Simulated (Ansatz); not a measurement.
**What tensor shear ε_xz = +2.00 % does to TiB2**

Base system: TiB$_{2}$ (space group P6/mmm, No. 191; a = 3.0174 Å, c = 3.1851 Å). Axes: x lies along a and z along c of the hexagonal cell.

One thing is altered: a pure shear with ε_xz = ε_zx = 0.0200; the atoms relax in the strained cell.

The values are results of Ansatz (a first-principles code), PBEsol, PAW, cutoff 420 eV, no SOC, not measurements. k-mesh 13×13×10 (Γ-centred); smearing 0.05 eV (Fermi–Dirac).

```json
[
 {"quantity": "volume per atom", "base": "8.37 Å³", "changed": "8.37 Å³", "shift": "0.00 Å³"},
 {"quantity": "space group", "base": "P6/mmm (No. 191)", "changed": "C2/m (No. 12)", "shift": "–"},
 {"quantity": "energy relative to the base (free energy F)", "base": "0 meV/atom", "changed": "+12 meV/atom", "shift": "+12 meV/atom"},
 {"quantity": "pressure (mean of the normal stresses, compression positive)", "base": "0.0 GPa", "changed": "0.5 GPa", "shift": "+0.5 GPa"},
 {"quantity": "band gap", "base": "zero", "changed": "zero", "shift": "–"},
 {"quantity": "stress (xx, yy, zz, yz, xz, xy; compression positive) (rough)", "base": "–", "changed": "(0.7, 0.1, 0.8, 0.0, -11.1, 0.0) GPa", "shift": "–"}
]
```

Final structure:

```yaml
crystal:
  lattice:
    - [3.01738, 0.00000, 0.06035]
    - [-1.50869, 2.61313, -0.03017]
    - [0.06370, 0.00000, 3.18507]
  atoms:
    - { symbol: Ti, position: [0.00000, 0.00000, 0.00000] }
    - { symbol: B, position: [0.66668, 0.33337, 0.50000] }
    - { symbol: B, position: [0.33332, 0.66663, 0.50000] }
```

The mesh was chosen for an insulator and is coarse for the gapless case. Without a gap, meshes like the base's 13×13×10 leave anisotropic stresses uncertain by several tenths of a GPa, and small strain energies with them. Stability against distortions was not tested. The final runs are not spin-polarised.
